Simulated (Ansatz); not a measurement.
The starting structures come from a database of crystals and need not be the phases stable at ambient conditions.

```xyz
7
Lattice="5.6152 0.0000 0.0000 2.8076 6.6719 0.0000 2.8076 0.0000 2.8076" Properties=species:S:1:pos:R:3 pbc="T T T"
K      5.6152     4.7336     0.0000
K      2.8076     1.9383     0.0000
Mg     0.0000     0.0000     0.0000
H      1.4038     0.0000     1.4038
H      4.2114     0.0000     1.4038
H      5.6152     1.9947     0.0000
H      2.8076     4.6772     0.0000
```

The cell was relaxed by PBE-D3(BJ); by r2SCAN it stands under a pressure of 0.8 GPa.

Transport runs along the normal of the first two printed cell vectors, the (110) plane of the conventional cell.

The gap is the functional's own, uncorrected, and κ follows it; spin-orbit coupling is left out. Mid-gap means the computed energy nearest the middle.

Problem. Estimate the band gap and the smallest decay constant κ at mid-gap that Ansatz (a first-principles code) with r2SCAN returns for this system.

Solution. Gap 4.12 eV on a 10×10×10 mesh; κ = 0.368 1/Å, at (0.500, 0.167) of the in-plane reciprocal vectors. At the zone centre the slowest state has κ = 0.42 1/Å.
